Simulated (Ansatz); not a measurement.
Ansatz (an electronic-structure program) run on CrW (Cmm2, 2 atoms in the cell): relaxation of the atoms.

Level of theory: LDA (PW92), default PAW files made with PBE (plane waves; Ansatz).

The change in words: one atom moved by 0.15 angstrom; relax: default → atoms; relax.f_tol: default → 0.2 eV/Å. Reference geometry:
```yaml
crystal:
  lattice:
    - [1.53661, -2.20218, 0.00000]
    - [1.53661, 2.20218, 0.00000]
    - [0.00000, 0.00000, 4.23919]
  atoms:
    - { symbol: Cr, position: [0.00000, 0.00000, 0.00000] }
    - { symbol: W, position: [0.50000, 0.50000, 0.50000] }
```

Reference input (self-consistent single point, DFT, LDA (PW92), plane waves, default PAW files made with PBE): basis.ecutwfc = 420 eV; kpoints.mp_grid.grid = 13 13 8; hamiltonian.xc = lda; hamiltonian.pseudopotentials = {kind: paw} (the program's default PAW files); scf.occupations.method = gaussian; scf.occupations.width = 0.1 eV. This run's input differs from it in these lines:

```diff
@@ -6,3 +6,3 @@
   atoms:
-    - { symbol: Cr, position: [0.000000, 0.000000, 0.000000] }
+    - { symbol: Cr, position: [0.000000, 0.000000, 0.035384] }
     - { symbol: W, position: [0.500000, 0.500000, 0.500000] }
@@ -17,2 +17,4 @@
   occupations: { method: gaussian, width: 0.1 }
+relax:
+  f_tol: 0.2
 output:
```

The program printed (abridged):

```
   [... SCF lines of the steps left out ...]
relax step   1: F+E_penalty+E_count = -13452.43147405 eV  Δ(F+E_penalty+E_count) = +0.000e0 eV  max|allowed force component| = 1.447e0 eV/Å  Δτ_max = 0.0000 Å  (6 SCF iters, dr2 threshold 1.00e-4 eV, accepted)
relax step   2: F+E_penalty+E_count = -13452.54074435 eV  Δ(F+E_penalty+E_count) = -1.093e-1 eV  max|allowed force component| = 1.955e-1 eV/Å  Δτ_max = 0.0654 Å  (6 SCF iters, dr2 threshold 1.00e-4 eV, accepted)
relax step   3: F+E_penalty+E_count = -13452.54074436 eV  Δ(F+E_penalty+E_count) = -1.135e-8 eV  max|allowed force component| = 1.958e-1 eV/Å  Δτ_max = 0.0000 Å  (6 SCF iters, accepted)
the relaxation is at rest under the 4 symmetry operations that the run kept from its start: a minimum is not shown …
Free energy (F): -13452.540744 eV
Internal energy: -13452.534426 eV  (E = F + TS)
E sigma→0 (E₀):  -13452.537585 eV
Entropy (-TS):   -0.006318 eV (-3.159 meV/atom)
Fermi energy:    19.746358 eV
--- Forces (eV/Å), atoms counted from 1 ---
  atom   1  Cr     0.00000000     0.00000000    -0.19581985
  atom   2  W      0.00000000     0.00000000     0.19581885
--- Stress (GPa, compression-positive) ---
      -18.754701       0.000000       0.000000
        0.000000     -19.464041       0.000000
        0.000000       0.000000     -19.082125
  P = ⅓ Tr σ = -19.1003 GPa (-191.003 kbar)
  The stress holds the Pulay correction. Without it, at fixed plane waves, as pw.x and ABINIT print it: P = -19.1864 GPa
--- Relaxed structure (3 steps of the walk, 3 accepted, 0 SCFs on fresh bases) ---
  F+E_penalty+E_count = -13452.54074436 eV   max|allowed force component| = 1.958e-1 eV/Å
  atoms:
    - { symbol: Cr, position: [0.0, 0.0, 0.019947483108488515] }
    - { symbol: W, position: [0.5, 0.5, 0.5154365168915115] }
```

The run converged.  The full log also holds: “iter 2 did not close the SCF: its close was put off for the readings that it lacked (scf_convergence_deferred on its scf_iter line)”. The full log also holds: “iter 3 did not close the SCF: its close was put off for the readings that it lacked (scf_convergence_deferred on its scf_iter line)”.

Summary of the result:
| Item | Value |
|---|---|
| Free energy E − TS (on the zero of these files) | -13452.5407 eV |
| Fermi level (on the code's own zero) | 19.75 eV |
| Pressure | -19.10 GPa |
| Largest force (vector length) | 0.196 eV/Å |
| Relaxation steps | 3 |

The starting cell comes from a database of computed structures (which also holds hypothetical and non-ambient phases and stackings), without a prior relaxation at this level. Its lattice was rescaled by up to half a per cent. For this run, on top of that: one atom moved by 0.15 angstrom. Spin polarisation is off. The relaxation keeps the symmetry of its start, so its end need not be a minimum. Ansatz's pressure includes its estimate of the finite-basis (Pulay) stress.

Cost on one core of a shared machine: roughly 40 s.

Keys are those of Ansatz 0.2.
